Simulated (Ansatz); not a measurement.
```yaml
crystal:
  lattice:
    - [20.00000, 0.00000, 0.00000]
    - [0.00000, 20.00000, 0.00000]
    - [0.00000, 0.00000, 6.61090]
  atoms:
    - { symbol: Sn, position: [0.33680, 0.50000, 0.50000] }
    - { symbol: Sn, position: [0.41864, 0.41864, 0.25295] }
    - { symbol: Sn, position: [0.41864, 0.58136, 0.74705] }
    - { symbol: Sn, position: [0.50000, 0.33680, 0.50000] }
    - { symbol: Sn, position: [0.50000, 0.50000, 0.00000] }
    - { symbol: Sn, position: [0.50000, 0.66320, 0.50000] }
    - { symbol: Sn, position: [0.58136, 0.41864, 0.74705] }
    - { symbol: Sn, position: [0.58136, 0.58136, 0.25295] }
    - { symbol: Sn, position: [0.66320, 0.50000, 0.50000] }
    - { symbol: H, position: [0.28529, 0.54919, 0.35120] }
    - { symbol: H, position: [0.28529, 0.45081, 0.64880] }
    - { symbol: H, position: [0.36864, 0.36864, 0.10036] }
    - { symbol: H, position: [0.36864, 0.63136, 0.89964] }
    - { symbol: H, position: [0.54919, 0.28529, 0.35120] }
    - { symbol: H, position: [0.45081, 0.28529, 0.64880] }
    - { symbol: H, position: [0.54919, 0.71471, 0.64880] }
    - { symbol: H, position: [0.45081, 0.71471, 0.35120] }
    - { symbol: H, position: [0.63136, 0.36864, 0.89964] }
    - { symbol: H, position: [0.63136, 0.63136, 0.10036] }
    - { symbol: H, position: [0.71471, 0.54919, 0.64880] }
    - { symbol: H, position: [0.71471, 0.45081, 0.35120] }
```

Levels: PBE (plane waves to 420 eV, PAW; Ansatz, a program for electronic structure); PBE with spin-orbit coupling (Ansatz); r2SCAN (plane waves to 500 eV, PAW; Ansatz). Unmarked values and the geometry are of the first. Mesh 1×1×6. No spin polarisation. One-dimensional cell, images about 11 Å apart. A model structure. It keeps the symmetry and period of its start, so it need not be a minimum against all distortions. Values not marked SOC lack spin–orbit coupling.

Q: Say what this body is, and give its properties.

A: H-capped Sn nanowire along [100], 9 atoms a period besides the caps. An idealised model, cut from the bulk lattice.
| Quantity | Value |
|---|---|
| largest distance between nuclei across the axis | 8.81 Å |
| energy over the bulk Sn and H2 molecule | +553 meV per atom other than the caps |
| PBE gap | 2.98 eV, direct at the zone edge |
| electron mass along the axis (PBE) | 2.6 mₑ |
| hole mass along the axis (PBE) | 2.2 mₑ |
| valence and conduction edges under the vacuum level (PBE) | 5.90 and 2.93 eV |
| PBE+SOC gap at this geometry | 2.90 eV |
| r2SCAN gap at this geometry | 3.32 eV |
